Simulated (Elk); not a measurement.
Input and output of a self-consistent single point for Li (Im-3m, 1 atom in the cell) (Elk).

Computed with PBEsol, all-electron FP-LAPW, Elk's shipped species files, APW+lo basis with extra local orbitals run with Elk 10.2.4.

```
Li
1.0
   -1.75023     1.75023     1.75023
    1.75023    -1.75023     1.75023
    1.75023     1.75023    -1.75023
Li
1
Direct
  0.00000   0.00000   0.00000
```

Reference input (self-consistent single point, DFT, PBEsol, all-electron FP-LAPW, Elk's shipped species files, APW+lo basis with extra local orbitals): xctype = 22; rgkmax = 8; stype = 3; swidth = 0.00367493 Ha; ngridk = 9 9 9; gmaxvr = 16 1/bohr; nxlo = 2; lorbcnd = true; lmaxi = 3. This run's input differs from it in these lines:

```diff
@@ -25,3 +25,3 @@
 swidth
-  0.00367493
+  0.0110248
 
@@ -42,3 +42,3 @@
 ngridk
-  9 9 9
+  15 15 15
```

The program printed (abridged):

```
│ Self-consistent loop started │
│ Loop number : 1 │
 total energy                :     -7.47010536685
│ Loop number : 2 │
 total energy                :     -7.47007373683
RMS change in Kohn-Sham potential (target) :    31.12242646     (  0.1000000000E-05)
Absolute change in total energy (target)   :   0.3163001464E-04 (  0.1000000000E-03)
│ Loop number : 3 │
 total energy                :     -7.46848839489
RMS change in Kohn-Sham potential (target) :    15.65240411     (  0.1000000000E-05)
Absolute change in total energy (target)   :   0.1593249452E-02 (  0.1000000000E-03)
│ Loop number : 4 │
   [... lines left out ...]
Absolute change in total energy (target)   :   0.8745750559E-05 (  0.1000000000E-03)
│ Loop number : 12 │
 total energy                :     -7.46691448368
RMS change in Kohn-Sham potential (target) :   0.1197640803E-04 (  0.1000000000E-05)
Absolute change in total energy (target)   :   0.2267941776E-05 (  0.1000000000E-03)
│ Loop number : 13 │
 total energy                :     -7.46691444256
RMS change in Kohn-Sham potential (target) :   0.5748437149E-06 (  0.1000000000E-05)
Absolute change in total energy (target)   :   0.6081094064E-06 (  0.1000000000E-03)
Convergence targets achieved

│ Loop number : 14 │

Energies :
 Fermi                       :     0.643781169670E-02
 total energy                :     -7.46691443897

Density of states at Fermi energy :    12.90136934
 (states/Hartree/unit cell)

Estimated indirect band gap :   0.3014322753E-02
 from k-point    105 to k-point     70
Estimated direct band gap   :   0.1422662464
 at k-point     14

Charges :
 core                        :    0.000000000
 valence                     :    3.000000000
 interstitial                :   0.8890289693
 muffin-tins (core leakage)
  species :    1 (Li)
   atom    1                 :    2.110971031     (   0.000000000    )
 total in muffin-tins        :    2.110971031
 total calculated charge     :    3.000693337
 total charge                :    3.000000000
 error                       :   0.6933366273E-03

│ Self-consistent loop stopped │
```

The run converged in 14 iterations. The count includes the last loop, which Elk runs after its targets are met. Against the reference run the free energy drops by 59.4 meV/atom.

The starting cell has typed, rounded lattice constants, without a prior relaxation at this level. Its lattice was rescaled by up to half a per cent. Values depend on the basis (sphere radii, cutoffs, local orbitals), which need not be converged. The log's line on a gap gives a spacing of levels on this mesh, which the program prints for metals too.

Cost on one core of a shared machine: roughly 30 s.
